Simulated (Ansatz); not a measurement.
Results of r²SCAN0 (PAW; Ansatz, an electronic-structure program) for BN (R3m, No. 160, 2 atoms in the cell; start mp-13150; a measured phase of this formula has another space group).

Input:

Ansatz 0.2 input:
```yaml
crystal:
  lattice:
    - [1.2518293206, 0.7227438225, 3.4964272402]
    - [-1.2518293206, 0.7227438225, 3.4964272402]
    - [0.0, -1.4454881632, 3.4964271331]
  atoms:
    - { symbol: B, position: [0.9996184599, 0.9996184599, 0.9996184599] }
    - { symbol: N, position: [0.3328145401, 0.3328145401, 0.3328145401] }
basis:
  ecutwfc: 520
  ecutrho_ratio: 4
  xc_grid: 3
kpoints:
  mp_grid: { grid: [12, 12, 12] }
  band_path: { path: [[0, 0, 0], [-0.151785, 0.151785, -0.5]], npoints: 1 }
hamiltonian:
  xc: r2scan0
  dispersion: none
  pseudopotentials: { azcp: { folder: ./paw }, kind: paw }
scf:
  occupations: { method: fermi_dirac, width: 0.01 }
  convergence: { dr2_threshold: 0.0000000002 }
output:
  forces: true
  stress: true
  eigenvalues: true
  write_bands: true
```

Excerpt of the program's output:

```
WARN output.stress: scf.exx.energy_threshold = 1e-6 eV is looser than the 2e-8 eV advised for a stress under a hybrid functional (1e-8 eV for each atom of the …
Crystal: 2 atoms, lattice volume = 18.980 Å³
Basis set: ecut = 520 eV, 517 PW (Γ), FFT grids on a1−a3, a2−a3, a3, exchange–correlation on 60×60×90 points (27 copies of the dense FFT grid, shifted against one another)
Bands: 8, of which v1, the nominal top of the filled ones, is band 4 counted from 1 (3 counted from 0)
Symmetry: 6 space group operations
Space group: R3m (ITA 160), of the structure as read, at distance tolerance 2.7e-5 Å
k-points: 189 of 1728 (time reversal used)
Initial density: superposition of atomic densities (chi_scale 0.1, normalization cell, long waves kept (reshape's long-wave potential 0.01 eV rms))
Functional: x = r2scan, c = r2scan; τ floored in thin density (d = 2e-4 eV/Å³), warm-up for x = 0.75 r2scan + 0.25 exact, c = r2scan; τ floored in thin density (d = 2e-4 eV/Å³)
SCF iter   1: F=—  HF=-545.126799 eV  |F-HF|=—  |Δ(HF+E_count)|=         —  Δρ=1.39e-1  dr2=3.66e0  dr2_τ=6.45e-1
SCF iter   2: F=—  HF=-544.151769 eV  |F-HF|=—  |Δ(HF+E_count)|=   9.75e-1  Δρ=6.09e-2  dr2=3.38e-1  dr2_τ=1.20e-1
  ...
Crystal: 2 atoms, lattice volume = 18.980 Å³
Initial density: handed on by an earlier stage of this run
Functional: x = 0.75 r2scan + 0.25 exact, c = r2scan; τ floored in thin density (d = 2e-4 eV/Å³)
Crystal: 2 atoms, lattice volume = 18.980 Å³
SCF iter   3: F=—  HF=-543.902674 eV  |F-HF|=—  |Δ(HF+E_count)|=  7.82e-11  Δρ=4.08e-6  dr2=1.23e-9  dr2_τ=2.58e-10
SCF iter   4: F=-543.902674 eV  HF=-543.902674 eV  |F-HF|=1.94e-11  |Δ(HF+E_count)|=   5.21e-9  Δρ=1.38e-6  dr2=1.60e-10  dr2_τ=1.07e-11
SCF 3 converged in 4 iterations: F = -543.902674 eV  dr2 = 1.60e-10
Free energy (F): -543.902674 eV
Internal energy: -543.902674 eV  (E = F + TS)
E sigma→0 (E₀):  -543.902674 eV
Fermi energy:    6.185360 eV
--- Stress (GPa, compression-positive) ---
       -6.402926      -0.000000      -0.000000
       -0.000000      -6.402926      -0.000000
       -0.000000      -0.000000      -0.240914
  P = ⅓ Tr σ = -4.3489 GPa (-43.489 kbar)
```

The PAW data were made under PBE.

Note: cell and atoms aren't relaxed at this level (pressure -4.3 GPa). Note: the cell has widely spaced layers and the level no dispersion term, so their spacing and the moduli can rest on weak binding.

The result took about 4 core-minutes (a rough figure).

A start named mp-… is a Materials Project structure, which need not be a measured phase.
